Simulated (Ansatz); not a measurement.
The parent structure is InAgTe2 in the chalcopyrite structure (space group I-42d, No. 122; a = 6.354 Å, c = 12.637 Å). Axes: x, y, z lie along a, b, c of the conventional cell.

Level of theory: Kohn–Sham DFT with the LDA functional, run in Ansatz (a program for electronic structure) with PAW and 420 eV plane waves, scalar-relativistic without spin-orbit coupling.

Strains are applied to the cell and any free atomic positions relax.

One change was made to it. Results:

The pressure (mean of the normal stresses, compression positive) goes from zero to -0.7 GPa; the energy goes up by 1.4 meV/atom.

Task: What was done to the base?
A) uniaxial strain ε_zz = +3.00 %
B) uniaxial strain ε_zz = +2.25 %
C) uniaxial strain ε_zz = +1.50 %

Result: C, uniaxial strain ε_zz = +1.50 %. For comparison, the energy relative to the base in the other runs: uniaxial strain ε_zz = +3.00 % gives +5.4 meV/atom; uniaxial strain ε_zz = +2.25 % gives +3.1 meV/atom.

A case with no gap was solved on a k-mesh chosen for an insulator, which is coarse for it. Stability against distortions was not tested. The final runs are not spin-polarised. Gaps under 0.05 eV, about the width of the smearing, are given as zero.
